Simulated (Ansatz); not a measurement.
Effect of P → Te on hypothetical CsCl type TiP

Start from TiP in the CsCl type structure (space group Pm-3m, No. 221; a = 3.0744 Å; a hypothetical phase, not in the database extracts checked).

Perturbation: full substitution P → Te; the structure is relaxed again.

Method: PBE/PAW in Ansatz (a program for electronic structure), no spin-orbit coupling. Settings: 14×14×14 k-points, 0.05 eV Fermi–Dirac smearing, for the changed cell.

- Lattice parameter a = 3.427 Å (base 3.074 Å)
- Space group = Pm-3m (No. 221) (base Pm-3m (No. 221))
- Shortest interatomic distance = 2.968 Å (base 2.663 Å)
- Band gap = zero (base zero)

Whether these cells are dynamically stable was not tested. As relaxed here, TiTe is a hypothetical phase, not in the database extracts checked. The final runs are not spin-polarised. An odd electron count without spin: TiP. TiP has a high density of states at the Fermi level and may be magnetic at this level.
